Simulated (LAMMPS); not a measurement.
Consider a symmetric tilt boundary about [1-10] in HgSe (zinc blende), boundary plane (332) of one grain on (-3-32) of the other (0 K).

Computed with classical force field (static), pair style sw, file CdTeZnSeHgS0.sw; code LAMMPS.

```
Item                                                     Value
------------------------------------  ------------------------
boundary energy (lowest found)                      0.413 J/m²
excess volume                                           0.18 Å
Σ                                                           11
rotation about the axis                                129.5 °
disorientation (full cubic symmetry)                   50.48 °
largest excess energy of an atom                       0.38 eV
lattice constant at 0 K                                6.084 Å
cost                                  roughly 2.1 core-minutes
```

Potential: file CdTeZnSeHgS0.sw of the LAMMPS distribution; its header cites Zhou, Ward, Martin, van Swol, Cruz-Campa, and D. Zubia, Phys. Rev. B, 88, 085309 (2013).

Caution: the lowest energy was reached by 1 of 151 starts, so a lower structure may have been missed. Caution: in zinc blende a boundary also has a polarity, which the axes of the two grains fix.
